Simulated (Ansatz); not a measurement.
Ansatz (a quantum-chemistry and plane-wave program) run on a (001) slab of Ta2N (cut from a parent of space group no. 164; 6 atoms in the cell): self-consistent single point.

Computed with PBE (plane waves, PAW; Ansatz).

```yaml
crystal:
  lattice:
    - [3.12220, 0.00000, 0.00000]
    - [-1.56110, 2.70390, 0.00000]
    - [0.00000, 0.00000, 21.37268]
  atoms:
    - { symbol: Ta, position: [0.66667, 0.33333, 0.32752] }
    - { symbol: Ta, position: [0.33333, 0.66667, 0.44394] }
    - { symbol: N, position: [0.00000, 0.00000, 0.38573] }
    - { symbol: Ta, position: [0.66667, 0.33333, 0.55606] }
    - { symbol: Ta, position: [0.33333, 0.66667, 0.67248] }
    - { symbol: N, position: [0.00000, 0.00000, 0.61427] }
```

Reference input (self-consistent single point, DFT, PBE, plane waves, default PAW files): basis.ecutwfc = 30.9 Ry; kpoints.mp_grid.grid = 11 11 1; hamiltonian.xc = pbe; hamiltonian.pseudopotentials = {kind: paw} (the program's default PAW files); scf.occupations.method = fermi_dirac; scf.occupations.width = 0.0073 Ry. This run's input differs from it in these lines:

Ansatz 0.2 input:
```diff
@@ -13,3 +13,3 @@
 basis:
-  ecutwfc: 30.9 Ry
+  ecutwfc: 15.4 Ry
 kpoints:
```

Output, abridged:

```
SCF iter   1: F=—  HF=-40490.894544 eV  |F-HF|=—  |Δ(HF+E_count)|=         —  Δρ=3.23e-2  dr2=9.54e-1  ethr=1.77e-3  ⟨swp⟩=6.5  Hψ=2718  notcnv=0
all-band conjugate gradients solve this SCF's bands
preconditioner: auto → LDOS
SCF iter   2: F=—  HF=-40490.808905 eV  |F-HF|=—  |Δ(HF+E_count)|=   8.56e-2  Δρ=2.10e-2  dr2=7.60e-1  ethr=1.54e-3  ⟨swp⟩=3.6  Hψ=1521  notcnv=0
   [... lines left out ...]
SCF iter   5: F=—  HF=-40490.613715 eV  |F-HF|=—  |Δ(HF+E_count)|=   1.18e-4  Δρ=8.95e-5  dr2=3.43e-5  ethr=1.33e-6  ⟨swp⟩=2.1  Hψ=867  notcnv=0
SCF iter   6: F=—  HF=-40490.614009 eV  |F-HF|=—  |Δ(HF+E_count)|=   2.94e-4  Δρ=4.56e-5  dr2=1.06e-5  ethr=5.53e-8  ⟨swp⟩=3.1  Hψ=1185  notcnv=0
SCF iter   7: F=—  HF=-40490.614008 eV  |F-HF|=—  |Δ(HF+E_count)|=   1.03e-6  Δρ=8.21e-6  dr2=1.43e-7  ethr=1.71e-8  ⟨swp⟩=2.1  Hψ=986  notcnv=0
SCF iter   8: F=-40490.614009 eV  HF=-40490.614008 eV  |F-HF|=1.47e-7  |Δ(HF+E_count)|=   4.09e-7  Δρ=2.67e-6  dr2=1.87e-8  ethr=1.61e-10  ⟨swp⟩=8.9  Hψ=2801  notcnv=0
SCF 1 converged in 8 iterations: F = -40490.614009 eV  dr2 = 1.87e-8
Free energy (F): -40490.614009 eV
Internal energy: -40490.508195 eV  (E = F + TS)
E sigma→0 (E₀):  -40490.561102 eV
Entropy (-TS):   -0.105813 eV (-17.636 meV/atom)
Fermi energy:    6.275624 eV
--- Forces (eV/Å), atoms counted from 1 ---
  atom   1  Ta     0.00000000     0.00000000     0.68604856
  atom   2  Ta     0.00000000    -0.00000000    -0.42898352
  atom   3  N     -0.00000000    -0.00000000    -0.12264717
  atom   4  Ta     0.00000000     0.00000000     0.42898352
  atom   5  Ta    -0.00000000    -0.00000000    -0.68604856
  atom   6  N      0.00000000     0.00000000     0.12264717
--- Stress (GPa, compression-positive) ---
       -5.672214      -0.000000       0.000000
       -0.000000      -5.672214       0.000000
       -0.000000       0.000000      -3.024314
  P = ⅓ Tr σ = -4.7896 GPa (-47.896 kbar)
  The stress holds the Pulay correction. Without it, at fixed plane waves, as pw.x and ABINIT print it: P = -35.5865 GPa
```

The run converged in 8 iterations. Against the reference run the free energy rises by 1.35 eV/atom and the largest force goes from 0.491 to 0.686 eV/Å.

The starting cell comes from a database of computed structures (which also holds hypothetical and non-ambient phases and stackings), without a prior relaxation at this level. The slab is cut from that crystal, and its faces are unrelaxed. Its lattice was rescaled by up to half a per cent. Spin-orbit coupling is off. Spin polarisation is off. The cutoff lies below the one recommended for these files.
